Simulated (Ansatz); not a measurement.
Consider WSi₂ (space group I4/mmm, No. 139; a = 3.229 Å, c = 7.867 Å).

Levels (all Ansatz, a first-principles code, PAW): PBE (420 eV, without spin-orbit coupling); PBEsol (420 eV, spin-orbit coupling left out).

Levels that relaxed their own cell: PBE and PBEsol.

```json
[
 {"level": "PBE", "lattice parameter a": "3.229 Å", "lattice parameter c": "7.867 Å"},
 {"level": "PBEsol", "lattice parameter a": "3.203 Å", "lattice parameter c": "7.816 Å"}
]
```

Measured: lattice parameter a 3.21395 Å (temperature not stated; as listed in Orest Pavlosiuk et al., Phys. Rev. B (2022)); lattice parameter c 7.83128 Å (temperature not stated; as listed in Orest Pavlosiuk et al., Phys. Rev. B (2022)).

Computed minus measured — lattice parameter a: PBE +0.5 %, PBEsol -0.4 %; lattice parameter c: PBE +0.5 %, PBEsol -0.2 % (closest: PBEsol). Measured values not marked as corrected hold thermal and zero-point effects that the static-lattice runs lack.

Stability against distortions was not tested. The final runs are not spin-polarised.
